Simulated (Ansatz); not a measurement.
For InSe (P6₃/mmc, No. 194; cell taken from a computed entry), PBE (Ansatz, an electronic-structure program, plane waves, PAW) gives:

```
Property                             Result
---------------------------  --------------
band gap at the PBEsol cell         0.53 eV
enthalpy of formation        -0.526 eV/atom
```

What does r²SCAN (PAW; Ansatz) give for the same quantities?


- band gap at the PBEsol cell: 0.97 eV (grows by 0.44 eV)
- formation enthalpy: -0.681 eV/atom (moves by -0.155 eV/atom)

For comparison: band gap 1.17 eV (measured, temperature not stated, not corrected to a static lattice; as tabulated in Kim et al. (2020), doi:10.1038/s41597-020-00723-8).

Changes are worked out from the printed values.

Unless a cell is named, each level is at its own relaxed cell.

Levels without +SOC leave out spin–orbit coupling, which shifts energies and cells of such heavy elements.

Levels without +SOC have no spin–orbit coupling; where heavier elements are present it shifts gaps, mostly down, and can invert bands. Density-functional gaps are differences of (generalised) Kohn–Sham levels.

Caveats: the cell comes from a level without a dispersion term, which matters for the spacing of layers, chains or molecules (PBE, r²SCAN); the relaxation could not lower the start's symmetry, so the cell can be a saddle point above a distorted one (PBE, r²SCAN). Ansatz's density-functional and Hartree–Fock values are scalar-relativistic unless marked +SOC, with PAW data made under PBE.
